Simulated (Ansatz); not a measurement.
Functionals compared on a constructed model of the (110) surface of bcc W, a pseudomorphic layer of Ti in the host's stacking (bottom of the slab: a bare face, its two planes held), in Ansatz (plane waves, PAW). The structure was relaxed with PBE; the other rows are single points on it. Cutoff 420 eV (500 eV for r2SCAN).

Slab: 7 atoms, 14.2 Å thick at the start with caps and adatoms; k 14x14x1, smearing 0.1 eV, dipole-corrected; 2 atoms held, the rest relaxed; held to the start's symmetry, so lower structures may exist; no spin, no spin-orbit, no U. It is one candidate, not shown to be the stable structure of the face. These notes are the PBE run's.

```tsv
functional	work function of the top face (eV)	rough cost of the single point
PBE	4.45	–
RPBE	…	around 70 core-seconds (rough)
r2SCAN	4.57	roughly 2.2 core-minutes
```

Task: Complete the blanks.

Result: 
- RPBE, work function of the top face (eV): 4.34

Ansatz is an electronic-structure program.
